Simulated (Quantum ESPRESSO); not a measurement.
A self-consistent single point of La2O3 (P-3m1, 5 atoms in the cell) with Quantum ESPRESSO.

Level of theory: PBE, GBRV 1.5 ultrasoft (PBE) pseudopotentials (plane waves; Quantum ESPRESSO).

The change in words: lattice scaled by 0.98. Reference geometry:
```xyz
5
Lattice="1.9267 -3.3371 0.0000 1.9267 3.3371 0.0000 0.0000 0.0000 5.9951" Properties=species:S:1:pos:R:3 pbc="T T T"
La     1.9267     1.1124     1.4808
La     1.9267    -1.1124     4.5143
O      0.0000     0.0000     0.0000
O      1.9267     1.1124     3.8789
O      1.9267    -1.1124     2.1163
```

Reference input (self-consistent single point, DFT, PBE, plane waves, GBRV 1.5 ultrasoft (PBE) pseudopotentials): ecutwfc = 40 Ry; ecutrho = 200 Ry; occupations = smearing; smearing = fermi-dirac; degauss = 0.00147 Ry; potentials = {La: la_pbe_v1.uspp.F.UPF, O: o_pbe_v1.2.uspp.F.UPF}; K_POINTS = automatic 7 7 4 0 0 0; conv_thr = 1e-11 Ry. This run's input differs from it in these lines:

```diff
@@ -25,11 +25,11 @@
 CELL_PARAMETERS {angstrom}
-   1.9266599974    -3.3370730045     0.0000000000
-   1.9266599974     3.3370730045     0.0000000000
-   0.0000000000     0.0000000000     5.9951400000
+   1.8881270303    -3.2703319476     0.0000000000
+   1.8881270303     3.2703319476     0.0000000000
+   0.0000000000     0.0000000000     5.8752370000
 ATOMIC_POSITIONS {alat}
-La    0.5000000000    0.2886751346    0.3842918787
-La    0.5000000000   -0.2886751346    1.1715456868
+La    0.5000000000    0.2886751346    0.3842918182
+La    0.5000000000   -0.2886751346    1.1715455025
 O     0.0000000000    0.0000000000    0.0000000000
-O     0.5000000000    0.2886751346    1.0066269049
-O     0.5000000000   -0.2886751346    0.5492106606
+O     0.5000000000    0.2886751346    1.0066267465
+O     0.5000000000   -0.2886751346    0.5492105742
 K_POINTS {automatic}
```

The program printed (abridged):

```
     Self-consistent Calculation

     iteration #  1     ecut=    40.00 Ry     beta= 0.70

---- Real-time Memory Report at c_bands before calling an iterative solver
           254 MiB given to the printing process from OS
            52 MiB allocation reported by mallinfo(arena+hblkhd)
------------------

     negative rho (up, down):  1.350E-01 0.000E+00

     total energy              =    -301.85238141 Ry
     estimated scf accuracy    <       1.77221991 Ry

     iteration #  2     ecut=    40.00 Ry     beta= 0.70

---- Real-time Memory Report at c_bands before calling an iterative solver
   [... lines left out ...]
           289 MiB given to the printing process from OS
            67 MiB allocation reported by mallinfo(arena+hblkhd)
------------------

     negative rho (up, down):  9.298E-02 0.000E+00

     total energy              =    -302.79682768 Ry
     estimated scf accuracy    <          1.3E-11 Ry

     iteration # 18     ecut=    40.00 Ry     beta= 0.70

---- Real-time Memory Report at c_bands before calling an iterative solver
           289 MiB given to the printing process from OS
            67 MiB allocation reported by mallinfo(arena+hblkhd)
------------------

     negative rho (up, down):  9.298E-02 0.000E+00
     End of self-consistent calculation

     the Fermi energy is    13.3620 ev

!    total energy              =    -302.79682768 Ry
     estimated scf accuracy    <          1.3E-12 Ry
     smearing contrib. (-TS)   =       0.00000000 Ry
     internal energy E=F+TS    =    -302.79682768 Ry

     convergence has been achieved in  18 iterations

     negative rho (up, down):  9.298E-02 0.000E+00

     Forces acting on atoms (cartesian axes, Ry/au):

     atom    1 type  1   force =    -0.00000000   -0.00000000   -0.04820791
     atom    2 type  1   force =    -0.00000000   -0.00000000    0.04820791
     atom    3 type  2   force =     0.00000000   -0.00000000    0.00000000
     atom    4 type  2   force =     0.00000000    0.00000000   -0.00922923
     atom    5 type  2   force =    -0.00000000   -0.00000000    0.00922923

     Total force =     0.069414     Total SCF correction =     0.000000

     negative rho (up, down):  9.298E-02 0.000E+00
          total   stress  (Ry/bohr**3)                   (kbar)     P=      239.44
   0.00174553   0.00000000  -0.00000000          256.78        0.00       -0.00
   0.00000000   0.00174553  -0.00000000            0.00      256.78       -0.00
  -0.00000000  -0.00000000   0.00139198           -0.00       -0.00      204.77

   JOB DONE.
```

The run converged in 18 iterations. Against the reference run the free energy goes up by 99.6 meV/atom, the pressure goes from 11.78 to 23.94 GPa, the largest force goes from 0.652 to 1.239 eV/Å and the gap on the mesh goes from 3.953 to 3.925 eV.

The starting cell has typed, rounded lattice constants, without a prior relaxation at this level. Its lattice was rescaled by a random factor within 2.5 % of one. For this run, on top of that: lattice scaled by 0.98. With a pressure of about 24 GPa the cell is away from its equilibrium volume at this level. Forces in this geometry exceed 1 eV/Å.

Cost on one core of a shared machine: roughly 40 s.
